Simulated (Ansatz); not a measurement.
# TaAs in the CsCl type structure (space group Pm-3m, No. 221; a hypothetical phase, not in the database extracts checked)

Space group Pm-3m (No. 221); a = 3.1781 Å, b = 3.1781 Å, c = 3.1781 Å, α = 90.00°, β = 90.00°, γ = 90.00°

```json
[
 {"atom": "Ta", "site": "1a", "symmetry": "m-3m", "x": "0.0000", "y": "0.0000", "z": "0.0000"},
 {"atom": "As", "site": "1b", "symmetry": "m-3m", "x": "0.5000", "y": "0.5000", "z": "0.5000"}
]
```

Calculations: plane-wave PAW DFT at the PBEsol level (Ansatz, an electronic-structure program, 420 eV), no spin-orbit coupling. k-mesh 15×15×15 (Γ-centred); smearing 0.05 eV (Fermi–Dirac).

The volume per atom is 16.05 Å³. The density is 13.24 g/cm³ and the band gap comes out as zero. The total energy is -7310.111 eV/atom (σ→0; compares only within this code and set-up).

Stability against distortions was not tested. The final runs are not spin-polarised.
